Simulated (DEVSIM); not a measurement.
System: Pt/Si3N4/p-GaAs capacitor, at 400 K.

| layer (left to right) | material | thickness (nm) | Na (cm⁻³) |
|---|---|---|---|
| 1 | Si3N4 | 15.0 | - |
| 2 | GaAs | 710 | 8.2e17 |

Metal gate on the left, work function 5.6 eV. Fixed charge at the semiconductor interface -1.5e10 cm⁻² (in units of +e); interface traps 7.2e10 cm⁻² eV⁻¹, uniform in energy, neutral level at 0.3 of the gap above the valence band.

The device is made up for the run: typed textbook-type constants, with dimensions and the other settings drawn at random. Values at 300 K; Nc and Nv go as T^1.5, mobilities as T to minus their exponent, the gap by Varshni's rule with the affinity fixed.

| parameter | Si3N4 | GaAs |
|---|---|---|
| gap (eV) | 5.1 | 1.424 |
| affinity (eV) | 2.1 | 4.07 |
| permittivity | 7.5 | 12.9 |
| Nc (cm⁻³) | - | 4.7e17 |
| Nv (cm⁻³) | - | 9e18 |
| Varshni α (eV/K) | - | 0.000541 |
| Varshni β (K) | - | 204 |

Model (solved in DEVSIM): 1D Poisson equation in equilibrium, Boltzmann statistics, complete ionisation; no quantum confinement or tunnelling. Metal contacts follow the ideal Schottky-Mott rule: no Fermi-level pinning, no interface dipoles.

Base results: minimum of the low-frequency capacitance (μF/cm²) 0.172; capacitance of the dielectric stack (μF/cm²) 0.443; flat-band voltage (V) 0.25.

What follows from this one change: interface trap density 7.2e+10 → 3e+11 cm^-2 eV^-1?

minimum of the low-frequency capacitance 0.172 → 0.183 μF/cm²; capacitance of the dielectric stack little changed (0.443 μF/cm²); flat-band voltage 0.25 → 0.22 V.

What follows from this one change: Si3N4 thickness 0.015 → 0.01 μm?

minimum of the low-frequency capacitance 0.172 → 0.197 μF/cm²; capacitance of the dielectric stack 0.443 → 0.664 μF/cm²; flat-band voltage little changed (0.25 V).

What follows from this one change: gate work function 5.6 → 5.75 eV?

minimum of the low-frequency capacitance little changed (0.171 μF/cm²); capacitance of the dielectric stack little changed (0.443 μF/cm²); flat-band voltage 0.25 → 0.40 V.
